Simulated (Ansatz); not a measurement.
KFe2As2: non-magnetic

Take KFe$_{2}$As$_{2}$ (space group I4/mmm, No. 139; a = 3.682 Å, c = 13.863 Å; ferromagnetic; a cell from a computed database, its experimental status unchecked) as the base.

Modification: spin polarisation is switched off and the cell is relaxed again.

All numbers come from plane-wave PAW DFT at the PBEsol level (Ansatz, a quantum-chemistry and plane-wave program, 420 eV), spin-orbit coupling left out. k-mesh 15×15×15 (Γ-centred); smearing 0.05 eV (Fermi–Dirac), for the changed cell.

| quantity | base | changed | shift |
|---|---|---|---|
| volume per atom | 18.79 Å³ | 18.77 Å³ | -0.02 Å³ |
| lattice parameter a | 3.682 Å | 3.714 Å | +0.032 Å |
| c/a ratio | 3.765 | 3.665 | -0.100 |
| space group (of the atoms, moments ignored) | I4/mmm (No. 139) | I4/mmm (No. 139) | – |
| energy relative to the base (σ→0) (to 0.01 eV only: unlike meshes or grids) | 0.00 eV/atom | +0.01 eV/atom | +0.01 eV/atom |
| band gap | zero | zero | – |

Final structure:

```
CELL_PARAMETERS angstrom
     -1.85681     1.85681     6.80532
      1.85681    -1.85681     6.80532
      1.85681     1.85681    -6.80532
ATOMIC_POSITIONS crystal
  K  0.00000 0.00000 0.00000
  Fe 0.75000 0.25000 0.50000
  Fe 0.25000 0.75000 0.50000
  As 0.65108 0.65108 0.00000
  As 0.34892 0.34892 0.00000
```

Other magnetic orders, which the real material may have, were not ruled out. No phonon test of stability was made. Spin-polarised in the final run: base; the other runs are not. KFe2As2 has a high density of states at the Fermi level and may be magnetic at this level.
